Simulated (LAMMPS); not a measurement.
Consider a melt made from CdTe (zinc blende), 4096 atoms, at 940 K and 0 GPa, brought to that temperature within a few picoseconds in molecular dynamics.

Model: classical MD, pair style sw, file CdTeZnSeHgS0.sw (LAMMPS).

```yaml
state_found: slow or partial motion within 60 ps, no clear phase
density: 5.590 ± 0.005 g/cm³
volume_per_atom: 35.65 ± 0.03 Å³
enthalpy_per_atom: -1.639 ± 0.006 eV
first peak of g(r), Cd-Te: 2.86 Å, height 6.4
coordination number of Cd by Te: 3.87 (counted to 3.74 Å)
coordination number of Te by Cd: 3.87 (counted to 3.74 Å)
most common Te-Cd-Te angle: in the 3° bin centred on 106.5° (mean of all 108°)
mean_frequency_of_the_velocity_spectrum: 3.2 THz
cost: about 13 core-minutes (a rough figure)
```

Potential: file CdTeZnSeHgS0.sw of the LAMMPS distribution; its header cites Zhou, Ward, Martin, van Swol, Cruz-Campa, and D. Zubia, Phys. Rev. B, 88, 085309 (2013).

Caution: enthalpy drifts during the constant-pressure average: a transition or slow ageing; fluctuation values are void.

States go by the mean squared displacement: a species diffuses where it passes 1.5 Å², still rises and gives D over 1e-6 cm²/s; a crystal has left its structure where atoms lie 0.35 Å off their sites on average or a cubic box changes its shape by 3 %.

Errors shown are sampling errors alone.

```tsv
frequency (THz)	spectral density (1/THz), total	spectral density (1/THz), Cd	spectral density (1/THz), Te
0.04400	0.0227	0.0113	0.0114
0.2185	0.0377	0.0184	0.0194
0.3940	0.0689	0.0327	0.0362
0.5685	0.1109	0.0517	0.0592
0.7440	0.1598	0.0733	0.0865
0.9190	0.2106	0.0950	0.1156
1.094	0.2526	0.1124	0.1401
1.269	0.2732	0.1215	0.1517
1.444	0.2661	0.1196	0.1466
1.619	0.2352	0.1068	0.1285
1.794	0.1905	0.0869	0.1035
1.969	0.1458	0.0674	0.0784
2.144	0.1145	0.0542	0.0602
2.319	0.1015	0.0487	0.0528
2.494	0.1019	0.0486	0.0533
2.669	0.1090	0.0514	0.0575
2.844	0.1186	0.0553	0.0633
3.019	0.1284	0.0592	0.0691
3.194	0.1360	0.0632	0.0728
3.369	0.1411	0.0675	0.0736
3.544	0.1452	0.0720	0.0732
3.718	0.1507	0.0772	0.0735
3.894	0.1597	0.0838	0.0759
4.069	0.1719	0.0910	0.0809
4.244	0.1860	0.0977	0.0882
4.418	0.2023	0.1046	0.0977
4.594	0.2225	0.1135	0.1090
4.769	0.2463	0.1245	0.1217
4.944	0.2676	0.1339	0.1336
5.119	0.2727	0.1346	0.1381
5.294	0.2466	0.1199	0.1267
5.468	0.1881	0.0903	0.0978
5.644	0.1190	0.0565	0.0625
5.819	0.0654	0.0306	0.0348
5.994	0.0356	0.0164	0.0192
6.168	0.0220	0.0100	0.0119
6.344	0.0151	0.0070	0.0081
6.519	0.0110	0.0051	0.0059
6.694	0.0085	0.0039	0.0046
6.869	0.0069	0.0032	0.0037
7.044	0.0057	0.0027	0.0030
7.219	0.0049	0.0023	0.0026
7.394	0.0043	0.0020	0.0023
7.569	0.0039	0.0018	0.0021
7.744	0.0035	0.0017	0.0018
7.918	0.0032	0.0015	0.0016
8.094	0.0029	0.0014	0.0015
8.268	0.0026	0.0013	0.0014
8.444	0.0024	0.0012	0.0012
8.619	0.0022	0.0011	0.0011
```
